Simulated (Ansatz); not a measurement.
Consider the following.

End structure of a constructed model of the (110) surface of bcc Mo, a cell of two sites (a+b, b-a) layer of Sn, one a cell, on the site that continues the host's stacking (bottom of the slab: a bare face, its two planes held):

```
CELL_PARAMETERS angstrom
      1.82490     2.58080     0.00000
     -3.64980     2.58080     0.00000
      0.00000     0.00000    30.00000
ATOMIC_POSITIONS crystal
  Mo 0.50000 0.00000 0.27027
  Mo 0.00000 0.50000 0.27027
  Mo 0.00000 0.00000 0.34477
  Mo 0.50000 0.50000 0.34477
  Mo 0.50000 0.00000 0.41929
  Mo 0.00000 0.50000 0.41934
  Mo 0.00000 0.00000 0.49379
  Mo 0.50000 0.50000 0.49393
  Mo 0.50000 0.00000 0.56791
  Mo 0.00000 0.50000 0.56880
  Mo 0.00000 0.00000 0.64024
  Mo 0.50000 0.50000 0.64278
  Sn 0.50000 0.00000 0.71994
```

Slab: 13 atoms, 13.8 Å thick at the start with caps and adatoms (thin: gaps and levels are the slab's own); k 12x9x1, smearing 0.1 eV, dipole-corrected; 4 atoms held, the rest relaxed; held to the start's symmetry, so lower structures may exist; no spin, no spin-orbit, no U. It is one candidate, not shown to be the stable structure of the face.

**Question.** What is the computed work function of the top face (PBE run with Ansatz, a program for electronic structure)?

**Answer.** 4.64 eV
